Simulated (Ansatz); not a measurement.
The starting structures come from a database of crystals and need not be the phases stable at ambient conditions.

Tunnelling through a barrier is set by its complex band structure: the current falls as exp(−2κd) with the smallest κ.

Data:

```
TlO3Sb
1.0
    5.39059     0.00000     0.00000
    2.69530     7.29662     0.04056
    2.69530     0.97023     4.56645
Tl Sb O
2 2 6
Direct
  0.62359   0.12923   0.62359
  0.37641   0.87077   0.37641
  0.83355   0.49936   0.83355
  0.16645   0.50064   0.16645
  0.06346   0.65854   0.83056
  0.93654   0.34146   0.16944
  0.44744   0.65854   0.06346
  0.55256   0.34146   0.93654
  0.83056   0.65854   0.44744
  0.16944   0.34146   0.55256
```

The cell was relaxed by PBE-D3(BJ); by r2SCAN it stands under a pressure of -3.0 GPa.

Transport runs along the normal of the first two printed cell vectors, the (101) plane of the conventional cell.

The gap is the functional's own, uncorrected, and κ follows it; spin-orbit coupling is left out. Mid-gap means the computed energy nearest the middle.

### Question
Estimate the band gap and the smallest decay constant κ at mid-gap that r2SCAN in Ansatz (a first-principles code) returns for this system.

### Answer
Gap 2.75 eV on a 8×8×8 mesh; κ = 0.311 1/Å, at (0.000, 0.500) of the in-plane reciprocal vectors. At the zone centre the slowest state has κ = 0.36 1/Å.
